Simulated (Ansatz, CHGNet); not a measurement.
# AlB2-type MgB2: properties by level of theory

Reference values: lattice constant a 3.083 Å (measured, 300 K, not corrected to a static lattice; as tabulated in Loa et al. (2002), arXiv:cond-mat/0206051); lattice parameter c 3.521 Å (measured, 300 K, no zero-point or thermal correction; as tabulated in Loa et al. (2002), arXiv:cond-mat/0206051).

| level (code) | lattice constant a (Å) | c axis length (Å) |
|---|---|---|
| CHGNet-r²SCAN | [?] | 3.523 |
| PBE (Ansatz) | [?] | 3.524 |
| PBE-D3(BJ) (Ansatz) | 3.048 | 3.467 |
| PBE-D4 (Ansatz) | 3.055 | 3.467 |
| HSE06 (Ansatz) | [?] | 3.491 |

### Question
What belongs in the gaps?

### Answer

- CHGNet-r²SCAN, lattice constant a (Å): 3.062
- PBE (Ansatz, an electronic-structure program), lattice constant a (Å): 3.075
- HSE06 (Ansatz), lattice constant a (Å): 3.073

Differences from the reference values (errors of the level alone only where the reference is corrected to a static lattice):

| level | lattice constant a (%) | lattice parameter c (%) |
|---|---|---|
| CHGNet-r²SCAN | -0.68 | +0.06 |
| PBE | -0.26 | +0.09 |
| PBE-D3(BJ) | -1.14 | -1.53 |
| PBE-D4 | -0.91 | -1.53 |
| HSE06 | -0.32 | -0.85 |

Nearest: lattice constant a, not ranked (reference at room or unstated temperature); lattice parameter c, not ranked (reference at room or unstated temperature).

Machine-learned potentials (CHGNet-r²SCAN) are trained on DFT data: a solid inside that data is no test of them.

Ansatz's density-functional and Hartree–Fock values are scalar-relativistic unless marked +SOC, with PAW data made under PBE.

Differences are worked out from the printed values.

The computed numbers hold no vibrational or temperature effects.
